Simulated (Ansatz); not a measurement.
Ga2O3, response to strain

Take Ga₂O₃ in the corundum structure (space group R-3c, No. 167) as the base.

```
Ga2O3
1.0
    2.49230     1.43893     4.48055
   -2.49230     1.43893     4.48055
    0.00000    -2.87786     4.48055
Ga O
4 6
Direct
  0.35540   0.35540   0.35540
  0.14460   0.14460   0.14460
  0.64460   0.64460   0.64460
  0.85540   0.85540   0.85540
  0.55362   0.94638   0.25000
  0.25000   0.55362   0.94638
  0.94638   0.25000   0.55362
  0.44638   0.05362   0.75000
  0.75000   0.44638   0.05362
  0.05362   0.75000   0.44638
```

Cartesian axes are those of the cell as printed.

Strains are applied to the cell and any free atomic positions relax; under biaxial strain the out-of-plane vector relaxes too.

Calculations: r2SCAN/PAW in Ansatz (a quantum-chemistry and plane-wave program), no spin-orbit coupling.

| case | smallest direct gap | volume per atom | gap character |
|---|---|---|---|
| base | 3.81 eV | 9.64 Å³ | indirect, Γ–S₀ (50 % along) → Γ |
| biaxial strain −4.63 %, plane normal [001], relaxed out of plane | 4.18 eV | 9.09 Å³ | – |
| biaxial strain −2.75 %, plane normal [001], relaxed out of plane | 4.10 eV | 9.31 Å³ | – |
| biaxial strain +1.05 %, plane normal [001], relaxed out of plane | 3.59 eV | 9.77 Å³ | indirect, Γ–S₀ (50 % along) → Γ |
| uniaxial strain ε_yy = −1.41 % | [?] | 9.51 Å³ | indirect, Γ–C (50 % along) → Γ |
| uniaxial strain ε_yy = −1.12 % | 3.92 eV | 9.53 Å³ | indirect, Γ–C (50 % along) → Γ |
| uniaxial strain ε_yy = +2.27 % | 3.51 eV | 9.86 Å³ | indirect, Γ–C (50 % along) → Γ |
| uniaxial strain ε_zz = −2.65 % | 3.99 eV | 9.39 Å³ | indirect, Γ–S₀ (50 % along) → Γ |
| uniaxial strain ε_zz = −1.20 % | 3.93 eV | 9.53 Å³ | indirect, Γ–S₀ (50 % along) → Γ |

### Question
What belongs in the blanks?

### Answer

- uniaxial strain ε_yy = −1.41 %, smallest direct gap: 3.95 eV

Stability against distortions was not tested. Labels are those of the standard path for the cell's own space group.
